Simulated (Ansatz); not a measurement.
# PbF$_{2}$ in the fluorite structure (space group Fm-3m, No. 225)

```cif
data_F8Pb4
_chemical_formula_sum 'Pb4 F8'
_space_group_name_H-M_alt 'Fm-3m'
_space_group_IT_number 225
_space_group_name_Hall '-F 4 2 3'
_cell_length_a 6.00075
_cell_length_b 6.00075
_cell_length_c 6.00075
_cell_angle_alpha 90.000
_cell_angle_beta 90.000
_cell_angle_gamma 90.000
loop_
_atom_site_label
_atom_site_type_symbol
_atom_site_symmetry_multiplicity
_atom_site_Wyckoff_symbol
_atom_site_fract_x
_atom_site_fract_y
_atom_site_fract_z
_atom_site_occupancy
Pb1 Pb 4 a 0.00000 0.00000 0.00000 1
F1 F 8 c 0.25000 0.25000 0.25000 1
```
(The calculation used a cell of 3 atoms; values per cell refer to that cell.)

Calculations: PBE, PAW, 420 eV (Ansatz, a quantum-chemistry and plane-wave program; no spin-orbit coupling). Settings: 10×10×10 k-points, 0.05 eV Fermi–Dirac smearing.

The volume per atom comes out as 18.01 Å³. The density comes out as 7.54 g/cm³. The band gap is 4.42 eV, indirect, W → X and the electron mass comes out as 2.5 mₑ along k, 0.51 mₑ across. The lowest conduction-band minima above the VBM is X along ⟨100⟩ 4.42 eV; L along ⟨111⟩ 5.03 eV; a point along ⟨110⟩, about 0.6 Å⁻¹ from Γ 5.40 eV and the total energy is -4508.237 eV/atom (σ→0; compares only within this code and set-up).

With Pb present, leaving out spin-orbit coupling can change the band edges. Masses are band curvatures over ±0.01 Å⁻¹ around the edge. Along k means along the line from Γ to the band edge. Stability against distortions was not tested.
